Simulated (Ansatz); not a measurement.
Calculation: PBE (plane waves to 420 eV, PAW; Ansatz, a first-principles code).

Planar average of the electrostatic potential across the slab, in eV from the Fermi level, for a constructed model of the (111) surface of fcc Ir (in the relaxation 3 Ir–Pb bonds broke), (√3x√3)R30° surface alloy, Pb on one Ir site of the top plane (bottom of the slab: a bare face, its two planes held):

```csv
z (Å),V (eV)
3.72,5.52
4.01,5.52
4.30,5.52
4.58,5.52
4.87,5.51
5.16,5.50
5.44,5.47
5.73,5.42
6.02,5.29
6.30,5.02
6.59,4.41
6.88,3.07
7.16,0.04
7.45,-7.26
7.73,-16.74
8.02,-23.05
8.31,-22.98
8.59,-16.66
8.88,-7.52
9.17,-1.79
9.45,-2.77
9.74,-10.16
10.03,-19.11
10.31,-24.13
10.60,-22.62
10.89,-15.41
11.17,-6.40
11.46,-1.93
11.74,-4.33
12.03,-12.61
12.32,-20.89
12.60,-24.37
12.89,-21.16
13.18,-13.00
13.46,-4.51
13.75,-1.67
14.04,-5.46
14.32,-14.31
14.61,-21.98
14.90,-24.26
15.18,-19.90
15.47,-11.23
15.76,-3.45
16.04,-1.95
16.33,-7.19
16.61,-16.29
16.90,-23.00
17.19,-23.69
17.47,-17.98
17.76,-8.85
18.05,-2.03
18.33,-1.59
18.62,-6.37
18.91,-12.21
19.19,-15.48
19.48,-14.88
19.77,-12.26
20.05,-8.61
20.34,-6.11
20.63,-4.89
20.91,-3.69
21.20,-1.39
21.48,1.49
21.77,2.81
22.06,3.37
22.34,3.63
22.63,3.76
22.92,3.82
23.20,3.84
23.49,3.86
23.78,3.86
24.06,3.87
24.35,3.87
24.64,3.87
24.92,3.87
```

Model: 18-atom slab, 11.2 Å thick at the start with caps and adatoms (thin: gaps and levels are the slab's own), 9x9x1 mesh, Fermi-Dirac 0.1 eV, dipole correction, 6 atoms held, the rest relaxed; held to the start's symmetry, so lower structures may exist; no spin, no spin-orbit, no U. It is one candidate, not shown to be the stable structure of the face.

Task: The surface cell has an area of 19.47 Å². What dipole along the normal does the step between the two vacuum levels imply?

Result: the top vacuum level lies 1.65 eV below the bottom one; p = −ε₀ A ΔV (ε₀ = 0.005526 e/(V·Å)) gives 0.18 e·Å a cell.
